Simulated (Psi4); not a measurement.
Psi4 1.11, HF/def2-svp: Hf(OH)3(Me) ([CH3][Hf]([OH])([OH])[OH]), 11 atoms. The geometry is a generated start, not checked to be a minimum at this level.

| Quantity | Result |
|---|---|
| task | energy |
| method | scf |
| basis | def2-svp |
| memory | 3 GB |
| maxiter | 100 |
| keys of the molecule block | symmetry c1 |
| scf_type | df (default) |
| scf_initial_accelerator | adiis (default) |
| e_convergence | 1e-06 (default) |
| d_convergence | 1e-06 (default) |
| effective core potentials | those of the basis set, past Kr |
| basis functions | 118 |

```xyz
11

Hf     0.3917    -0.2237    -0.3016
O      1.9922     0.7592    -0.2309
H      2.0083     1.6355     0.1664
O      0.4480    -2.0694     0.1263
H      0.3819    -2.7193    -0.5819
O     -0.4398    -0.3525    -1.9954
H     -0.5022    -1.2199    -2.4071
C     -0.8908     0.8958     1.1108
H     -0.4333     1.8416     1.4370
H     -1.0950     0.3074     2.0155
H     -1.8611     1.1452     0.6607
```

Charge 0 and multiplicity 1 are set for this test and not shown to be the ground state.

With the defaults (damping_percentage = 0, level_shift = 0, level_shift_cutoff = 0.01, guess = auto, which took SAD, diis_max_vecs = 10, soscf = false, soscf_start_convergence = 0.01) it converges in 8 SCF iterations. One run each on 2 threads, with these changes:
- level_shift = 0.1, level_shift_cutoff = 0.001
- guess = huckel
- damping_percentage = 20
- diis_max_vecs = 20
- guess = core
- damping_percentage = 60
- guess = modhuckel
- soscf = true, soscf_start_convergence = 0.001
- guess = sap

### Question
Name the settings that don't reach the solution of the defaults.

### Answer
No convergence: damping_percentage = 60 (the run ends without SCF convergence in 100 iterations). The rest reach the solution of the defaults.

| setting | SCF iterations | JK calls | end |
|---|---|---|---|
| soscf = true, soscf_start_convergence = 0.001 | 6 | 17 | same solution |
| the defaults | 8 | 9 | same solution |
| level_shift = 0.1, level_shift_cutoff = 0.001 | 8 | 9 | same solution |
| diis_max_vecs = 20 | 8 | 9 | same solution |
| guess = modhuckel | 9 | 38 | same solution |
| guess = huckel | 9 | 38 | same solution |
| guess = sap | 10 | 10 | same solution |
| guess = core | 13 | 13 | same solution |
| damping_percentage = 20 | 17 | 18 | same solution |
| damping_percentage = 60 | 100 | 101 | no convergence |

An SOSCF iteration holds several JK calls; a Hückel guess adds calls on atoms.
